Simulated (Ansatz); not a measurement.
Seebeck coefficient (μV/K, mean over directions) of n-type V2O5 (Pmmn) against carrier density, PBEsol, rigid bands run with Ansatz (a program for electronic structure). Computed gap 1.82 eV; densities at which minority carriers matter at this gap, or further valleys turn the trend, are left out. Conductivity mass 3.0 mₑ (harmonic mean over directions), N_c = 1.5e20 cm⁻³ at 300 K.

| electron density | 300 K | 500 K |
|---|---|---|
| 1e16 cm⁻³ | -1036 | -1100 |
| 1e17 cm⁻³ | -837 | -901 |
| 1e18 cm⁻³ | -639 | -703 |
| 3e18 cm⁻³ | … | … |
| 1e19 cm⁻³ | -441 | -505 |
| 3e19 cm⁻³ | -347 | … |
| 1e20 cm⁻³ | -248 | -308 |
| 3e20 cm⁻³ | -163 | -218 |
| 1e21 cm⁻³ | -86 | -126 |

Problem. Some entries are withheld; supply them.

Solution. 
- 3e18 cm⁻³, 300 K: -544
- 3e18 cm⁻³, 500 K: -608
- 3e19 cm⁻³, 500 K: -411

Rigid bands with a gap fixed in temperature, one relaxation time for all states, no polarons or phonon drag, and whether or not such doping can be reached. Spin-orbit coupling is left out.

Formula and space group known from diffraction (Crystallography Open Database), not checked to be the room-temperature form: V2O5 (Pmmn). Treated as nonmagnetic, magnetic states not searched for: V2O5 (Pmmn).
